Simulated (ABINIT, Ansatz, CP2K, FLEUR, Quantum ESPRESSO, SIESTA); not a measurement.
# One structure in several programs: Mg₃Sc (Pm-3m, 4 atoms in the cell)

Self-consistent single point, at a second geometry (lattice scaled by 0.98). First geometry:

```
Mg3Sc
1.0
    4.62552     0.00000     0.00000
    0.00000     4.62552     0.00000
    0.00000     0.00000     4.62552
Mg Sc
3 1
Direct
  0.50000   0.50000   0.00000
  0.00000   0.50000   0.50000
  0.50000   0.00000   0.50000
  0.00000   0.00000   0.00000
```

Shared settings, as Ansatz (a quantum-chemistry and plane-wave program) writes them: kpoints.mp_grid.grid = 10 10 10; scf.occupations.method = fermi_dirac; scf.occupations.width = 0.05 eV. Potentials and cutoffs stand in the table.

```json
[
 {"code": "Quantum ESPRESSO", "model": "PBEsol, PseudoDojo standard norm-conserving (PBESOL) pseudopotentials", "ΔF from the first geometry (meV/atom)": "-23.3", "pressure (GPa)": "-1.48", "cutoff": "85 Ry"},
 {"code": "Ansatz", "model": "PBEsol, PAW files made with PBE", "ΔF from the first geometry (meV/atom)": "-23.7", "pressure (GPa)": "-1.51", "cutoff": "default"},
 {"code": "SIESTA", "model": "GGA PBEsol, numerical atomic orbitals TZP, PseudoDojo PBEsol standard norm-conserving potentials (rewritten from UPF to PSML)", "ΔF from the first geometry (meV/atom)": "-12.5", "pressure (GPa)": "-0.24", "cutoff": "grid 400 Ry"},
 {"code": "ABINIT", "model": "PBEsol, norm-conserving pseudopotentials (PseudoDojo nc-sr-04 PBEsol standard)", "ΔF from the first geometry (meV/atom)": "-23.4", "pressure (GPa)": "-1.49", "cutoff": "42 Ha"},
 {"code": "CP2K", "model": "PBEsol, GPW, DZVP-MOLOPT-SR-GTH basis, GTH-PBE potentials (GTH_POTENTIALS)", "ΔF from the first geometry (meV/atom)": "-14.6", "pressure (GPa)": "-0.47", "cutoff": "grid 1000 Ry"},
 {"code": "FLEUR", "model": "PBEsol, all-electron FLAPW (FLEUR), scalar-relativistic valence", "ΔF from the first geometry (meV/atom)": "-23.5", "pressure (GPa)": "–", "cutoff": "Kmax 3.8 1/bohr"}
]
```

A dash marks a value that a program does not give, or that is left out as unsure.

The spread over the programs that give each value: ΔF from the first geometry within 11.2 meV/atom; pressure within 1.27 GPa.

SIESTA and CP2K use small atom-centred bases, whose incompleteness enters pressures, forces and empty levels differently from a plane-wave cutoff. FLEUR treats all electrons, but the usual bases taken here (sphere radii, linearisation, local orbitals, empty states) were not tested for convergence, so the values are no reference for the others. Ansatz's pressure is given at a fixed set of plane waves, as the other plane-wave codes print theirs. In the pressure, SIESTA (by 1.24) and CP2K (by 1.02) lie more than 1 GPa from the median of the plane-wave programs.

The starting cell comes from a database of computed structures (which also holds hypothetical and non-ambient phases and stackings), without a prior relaxation at this level. Its lattice was rescaled by a random factor within 2.5 % of one. For this run, on top of that: lattice scaled by 0.98.

Left out of this page: GPAW (failed or unconverged).

Keys are those of Ansatz 0.2.
